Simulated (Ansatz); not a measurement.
End structure of a constructed model of the (110) surface of bcc Nb, a layer of Ru in place of the second plane (bottom of the slab: a bare face, its two planes held):

```
CELL_PARAMETERS angstrom
      2.86732     0.00000     0.00000
     -0.95577     2.70334     0.00000
      0.00000     0.00000    27.50000
ATOMIC_POSITIONS crystal
  Nb 0.50000 0.50000 0.29109
  Nb 0.00000 0.00000 0.37623
  Nb 0.50000 0.50000 0.46128
  Nb 0.00000 0.00000 0.54624
  Ru 0.50000 0.50000 0.62321
  Nb 0.00000 0.00000 0.69589
```

Model: 6-atom slab, 11.5 Å thick at the start, 14x14x1 mesh, Fermi-Dirac 0.1 eV, dipole correction, 2 atoms held, the rest relaxed; symmetry of the start imposed; no spin, no spin-orbit, no U. In PBE it lies 0.21 eV a 1x1 cell over the lowest computed structure of the same composition (a layer of Ru in place of the third plane).

Question: Give the work function of the top face at the level PBE in Ansatz (a quantum-chemistry and plane-wave program).

Answer: 4.40 eV
